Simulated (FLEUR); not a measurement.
**Equation of state of antifluorite Mg2Ge (space group 225): energy against volume (FLEUR, LDA)**

```yaml
crystal:
  lattice:
    - [0.00000, 3.07074, 3.07074]
    - [3.07074, 0.00000, 3.07074]
    - [3.07074, 3.07074, 0.00000]
  atoms:
    - { symbol: Mg, position: [0.25000, 0.25000, 0.25000] }
    - { symbol: Mg, position: [0.75000, 0.75000, 0.75000] }
    - { symbol: Ge, position: [0.00000, 0.00000, 0.00000] }
```

Level of theory: LDA (Perdew-Zunger), all-electron FLAPW (FLEUR), scalar-relativistic valence (FLEUR). Settings: Kmax = 4.9 1/bohr; GmaxXC = 19.6 1/bohr; xcFunctional = pz; jspins = 1; l_soc = F; mode = hist; fermiSmearingEnergy = 0.00036749 Htr; mesh (inpgen div1-3) = 9 9 9; inpgen gamma flag = false; Gmax = 19.6 1/bohr; numbands = 0; maxIterBroyd = 40; imix = Anderson; alpha = 0.05; precondParam = 0; minDistance = 1e-05 me/bohr^3. The cell above is the first row's. The rows scale it uniformly. In all rows fractional positions and the k mesh are held. E is the free energy at the stated smearing, counted from the lowest row.

```
V (Å^3/atom)  E (meV/atom)
------------  ------------
19.304               19.78
19.723                9.45
20.143                2.98
20.562                0.00
20.982                0.15
21.402                3.13
21.821                8.65
22.241               16.45
22.661                   ?
```

Fit E of the 8 rows that show it with the third-order Birch-Murnaghan form, a cubic in V^(-2/3). With u = V^(-2/3) - 0.132, the rows have u = 0.006964, 0.004989, 0.003078, 0.001236, -0.000548, -0.002273, -0.003939, -0.005556. Least squares gives E = -0.212 - 409.06·u + 468318·u² + 379274·u³. Residuals (row less fit): 0.000, -0.001, 0.003, 0.001, -0.003, -0.003, 0.008, -0.002; standard error 0.005 (degrees of freedom: 4). Its minimum lies at u = 0.000437, so V0 = (0.132437)^(-3/2) = 20.75. There d²E/du² = 937600 and d³E/du³ = 2276000, so B0 = (4/9) × 20.75^(-7/3) × 937600 × 0.160218 = 56.4 GPa (the last factor turns the table's units into GPa), and B0' = 4 + (2/3) × 0.132437 × (2276000)/937600 = 4.2.

Task: Predict the withheld E at V = 22.661 from the fit, and compare with the calculation.

Result: u = -0.007124, so E = -0.212 - 409.06 × (-0.007124) + 468318 × (-0.007124)² + 379274 × (-0.007124)³ = 26.333 meV/atom. The calculation gives 26.32 meV/atom, 0.013 meV/atom below the prediction (under 0.05 % of the range of E in the table). The row lies outside the fitted rows, so this is an extrapolation. From the scatter of the fitted rows alone, a prediction at this place has a standard error of 0.012 meV/atom, so the miss is 1.1 times that.

Carrying the step between the two nearest rows on in a straight line would have given 24.25, off by 2.07; series whose last step already gives the withheld value aren't shown. The scan was laid around a cell of about the measured size, scaled by a guess for this functional. The runs keep the symmetry of the cell, so they don't test it for distortions. Values depend on the basis (sphere radii, cutoffs, local orbitals), which need not be converged. Cutoffs and mesh are single choices, not tested for convergence of this quantity. Series with a scatter that would blur these digits, or in which a gap closes, are not shown. Nor are scans whose minimum lies at an end fitted in this form.
